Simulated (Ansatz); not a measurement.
# HfO2: thickness series

Take HfO$_{2}$ in the fluorite structure (space group Fm-3m, No. 225; a = 5.058 Å) as the base. Axes: x, y, z lie along the cube axes.

Free-standing slabs (3 atom(s) a layer) normal to [111] with 15 Å of vacuum; in-plane cell held at bulk.

The values are results of Ansatz (a quantum-chemistry and plane-wave program), r2SCAN, PAW, cutoff 500 eV, scalar-relativistic without spin-orbit coupling, not measurements.

Notes on the quantities. excess energy per area of both faces: slab less bulk energy over the cell's area: twice a surface energy.

| variant | gap character | shortest interatomic distance | excess energy per area of both faces | band gap | change of the spacing d12 from its bulk value of 0.730 Å |
|---|---|---|---|---|---|
| base | – | 2.190 Å | – | 4.30 eV | – |
| 1 layer | indirect, K–Γ (40 % along) → K | 2.216 Å | – | 4.12 eV | +10.0 % |
| 2 layers | indirect, k = (0, 0.364, 0) in the run's primitive reciprocal basis → Γ | 2.089 Å | 2.12 J/m² | 4.98 eV | +6.6 % |
| 3 layers | direct at M | 2.142 Å | 2.21 J/m² | 4.70 eV | +7.6 % |
| 4 layers | direct at M | 2.131 Å | 2.19 J/m² | 4.59 eV | +7.4 % |
| 5 layers | direct at M | 2.133 Å | 2.19 J/m² | 4.50 eV | +7.4 % |
| 6 layers | direct at M | 2.133 Å | 2.19 J/m² | 4.45 eV | +7.4 % |

Slab and bulk use different k-meshes, which limits the precision of the excess energy. With Hf present, leaving out spin-orbit coupling can change the band edges. Stability against distortions was not tested. This is not the structure that HfO2 has at room temperature and ambient pressure. k-point labels follow each cell's own Brillouin zone.
